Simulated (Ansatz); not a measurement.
The parent structure is Hf in the hcp (Mg type) structure (space group P6_3/mmc, No. 194; a = 3.117 Å, c = 4.950 Å; relaxed with 0.1 eV smearing). Axes: x lies along a and z along c of the hexagonal cell.

Method: plane-wave PAW DFT at the LDA level (Ansatz, a program for electronic structure, 420 eV), no SOC.

Strains are applied to the cell and any free atomic positions relax.

One change was made to it. Results:

The energy rises by 0.4 meV/atom; the band gap stays zero.

Task: What was done to the base?
A. uniaxial strain ε_zz = −3.00 %
B. uniaxial strain ε_zz = −2.00 %
C. uniaxial strain ε_zz = +1.50 %
D. uniaxial strain ε_zz = −0.50 %

Result: D, uniaxial strain ε_zz = −0.50 %. For comparison, the energy relative to the base in the other runs: uniaxial strain ε_zz = −3.00 % gives +13 meV/atom; uniaxial strain ε_zz = −2.00 % gives +5.8 meV/atom; uniaxial strain ε_zz = +1.50 % gives +3.0 meV/atom.

Stability against distortions was not tested. The final runs are not spin-polarised.
